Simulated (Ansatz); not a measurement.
Results of HSE06 (plane waves, PAW; Ansatz, a program for electronic structure) for rock-salt LuN.

Numerical settings: plane-wave cutoff 460 eV, 10×10×10 k mesh, Fermi–Dirac smearing 0.05 eV, scalar-relativistic PAW data made under PBE.

Cell (relaxed at this level):

```yaml
crystal:
  lattice:
    - [0.00000, 2.37839, 2.37839]
    - [2.37839, 0.00000, 2.37839]
    - [2.37839, 2.37839, 0.00000]
  atoms:
    - { symbol: Lu, position: [0.00000, 0.00000, 0.00000] }
    - { symbol: N, position: [0.50000, 0.50000, 0.50000] }
```

### Question
Estimate the bulk modulus, band gap, pressure derivative B′ of the bulk modulus, direct gap at Γ and smallest direct gap on the k points sampled that the calculation returns.

### Answer

* **bulk modulus**: 184 GPa
* **band gap**: 0.89 eV (on the SCF k mesh)
* **pressure derivative B′ of the bulk modulus**: 4.1
* **direct gap at Γ**: 4.49 eV
* **smallest direct gap on the k points sampled**: 1.63 eV

Spin–orbit coupling is not included.

Computed values are for the static lattice.
